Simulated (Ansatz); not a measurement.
System: interstitial S in hcp Ru (neutral cell). The step: one S atom jumps by itself; the atom moves 2.14 Å along (0.00, 0.00, -0.50) of the unit cell; the moving atom starts with neighbours 6 Ru at 2.13 Å and ends with 6 Ru at 2.13 Å. A PBE band in Ansatz (plane-wave PAW, a 2×2×2 k-point mesh shifted by half a step along c, 36 host sites, 63 SCF runs with any check of the saddle's order, static, no finite-size correction) gives a forward barrier of 1.69 eV. The program found a first-order saddle point. Sites that were not tried may lie lower.

Single points at the band's start and saddle point can refine it. Rough cost of one point, in units of the band's mean SCF on the same machine:

```csv
Level,Cost of one point
"PBE, a 4×4×4 k-point mesh shifted by half a step along c",about 8
"r2SCAN at 500 eV, a 2×2×2 k-point mesh shifted by half a step along c",about 2
```

**Question.** Which of these move the barrier by more than 0.1 eV, and how far does each move it?

**Answer.** PBE, a 4×4×4 k-point mesh shifted by half a step along c: -0.13 eV; r2SCAN at 500 eV, a 2×2×2 k-point mesh shifted by half a step along c: +0.01 eV. Each functional is compared with PBE at the same k-points.

Ansatz is a first-principles code.
